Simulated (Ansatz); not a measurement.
Data:

```
Ag
1.0
    0.00000     2.02750     2.02750
    2.02750     0.00000     2.02750
    2.02750     2.02750     0.00000
Ag
1
Cartesian
  0.00000   0.00000   0.00000
```

Calculation: PBEsol, rigid bands (plane waves, PAW, scalar-relativistic; Ansatz, a program for electronic structure). How the cell was made: cell and atoms relaxed with PBEsol.

For narrow interconnects the product ρ₀λ of bulk resistivity and mean free path ranks metals, the lower the better. What is it here?

8.4 ×10⁻¹⁶ Ω·m².

And the Drude plasma energy and the root-mean-square Fermi velocity at 300 K?

9.2 eV; 1.4e6 m/s.

A metal at this level (no band gap); rigid bands, thermally averaged at 300 K, both spins. Spin-orbit coupling is left out. τ is one relaxation time for all states; the product of resistivity and mean free path takes one path for all states instead.
